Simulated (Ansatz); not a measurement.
## A constructed model of the (111)A surface of zinc-blende InAs, In-terminated, 2x2 As adatom at T1 (bottom of the slab: 3 H on 4 bottom sites)

All values below come from PBE (plane waves to 420 eV, PAW; Ansatz, an electronic-structure program).

Model: 36-atom slab, 15.9 Å thick at the start with caps and adatoms, 3x3x1 mesh, Fermi-Dirac 0.025 eV, dipole correction, 8 atoms held, the rest relaxed; symmetry of the start imposed; no spin (no spin-polarised run to compare, though such a face may carry moments), no spin-orbit, no U. The slab shows no gap over 0.04 eV on its mesh. In PBE it lies 0.50 eV a 1x1 cell over the lowest computed structure of the same composition (2x2 As adatom at H3).

| Item | Value |
|---|---|
| work function of the top face | 5.00 eV |
| energy released by relaxation | 1.12 eV |
| cost | very roughly 40 core-minutes |
